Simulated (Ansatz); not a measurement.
Take HfO2 (space group P4_2/nmc, No. 137; a = 3.5768 Å, c = 5.2026 Å) as the base.

Method: Kohn–Sham DFT with the r2SCAN functional, run in Ansatz (a quantum-chemistry and plane-wave program) with PAW and 500 eV plane waves, scalar-relativistic without spin-orbit coupling.

One change was made to it. Results:

The band gap falls by 0.013 eV to 5.25 eV; the width of the top valence band increases by 0.04 eV, from 0.98 eV to 1.02 eV; the smallest direct gap remains 5.34 eV; the lattice parameter a shrinks by 1.3 pm to 356.4 pm; the electron mass goes from 1.0 mₑ along c, 0.89 mₑ across (at Γ) to 1.0 mₑ along c, 0.87 mₑ across (at Γ).

### Question
Which change produced these results?
A. pressure 7.5 GPa
B. pressure 3 GPa
C. pressure 0.7 GPa
D. pressure 0.3 GPa
E. pressure −2 GPa

### Answer
B, pressure 3 GPa. For comparison, the electron mass in the other runs: pressure 0.7 GPa gives 1.0 mₑ along c, 0.89 mₑ across (at Γ); pressure 0.3 GPa gives 1.0 mₑ along c, 0.89 mₑ across (at Γ); pressure −2 GPa gives 1.0 mₑ along c, 0.91 mₑ across (at Γ); pressure 7.5 GPa gives 1.0 mₑ along c, 0.84 mₑ across (at Γ).

With Hf present, leaving out spin-orbit coupling can change the band edges. Load acts through the strain it causes; cell and atoms are relaxed under it. Effective masses come from finite differences of ±0.01 Å⁻¹. Whether these cells are dynamically stable was not tested. No other phases were tried under pressure. This is not the structure that HfO2 has at room temperature and ambient pressure.
